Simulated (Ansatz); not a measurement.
For As (model structure, started from the bcc type, Im-3m, No. 229, 1 atoms in the cell), LDA (Ansatz, a program for electronic structure, PAW) gives:

```
Quantity                              Result
------------------------------  ------------
equilibrium lattice constant a       3.295 Å
bulk modulus                         100 GPa
cohesive energy                 3.61 eV/atom
```

Q: What does r²SCAN (plane waves, PAW; Ansatz) give for the same quantities?

A: 
- lattice constant a: 3.351 Å (rises by 1.7 %)
- bulk modulus: 89.2 GPa (falls by 11 %)
- cohesive energy: 2.25 eV/atom (shrinks by 1.36 eV/atom)

Changes are worked out from the printed values.

Unless a cell is named, each level is at its own relaxed cell (LDA 17.88, r²SCAN 18.82 Å³/atom).

Caveats: the bulk modulus is −V dP/dV from two relaxed cells at ±2 % in volume (LDA, r²SCAN). Ansatz's density-functional and Hartree–Fock values are scalar-relativistic unless marked +SOC, with PAW data made under PBE.

A model structure was made by putting elements into a prototype or built by hand; it is no filed structure, need not be a known phase, and can be a saddle point held by its symmetry.
